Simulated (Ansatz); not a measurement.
The reference is MoTe2 in the 2H-MoS2 type structure (space group P6_3/mmc, No. 194; layered, stacked along the Cartesian z axis).

```xyz
6
Lattice="3.5421 0.0000 0.0000 -1.7711 3.0676 0.0000 0.0000 0.0000 14.1819" Properties=species:S:1:pos:R:3 pbc="T T T"
Mo     0.0000     2.0451    10.6364
Mo     1.7711     1.0225     3.5455
Te     0.0000     2.0451     1.7510
Te     1.7711     1.0225     8.8420
Te     1.7711     1.0225    12.4309
Te     0.0000     2.0451     5.3399
```

Cartesian axes are those of the cell as printed.

Calculations: r2SCAN+rVV10 in Ansatz (plane waves to 500 eV, PAW, spin-orbit coupling left out).

Before the change:

The band gap is 0.87 eV and the hole mass is 1.8 mₑ along c, 1.2 mₑ across (at Γ). The pressure comes out as 0.0 kbar and the shortest interatomic distance is 272.1 pm.

Perturbation: a pure shear with ε_yz = ε_zy = -0.0045; the atoms relax in the strained cell.

Q: Estimate the effect on the band gap, hole mass, pressure and shortest interatomic distance.

A: The band gap remains 0.87 eV; the hole mass becomes 1.8 mₑ along z, 1.2 mₑ across (at Γ) (base: 1.8 mₑ along c, 1.2 mₑ across (at Γ)); the pressure (mean of the normal stresses, compression positive) stays 0.0 kbar; the shortest interatomic distance stays essentially unchanged (272.1 pm against 272.0 pm).

Spin-orbit coupling, missing from the scalar runs, can matter with Te. Effective masses come from finite differences of ±0.01 Å⁻¹. No phonon test of stability was made.

Ansatz is a program for electronic structure.
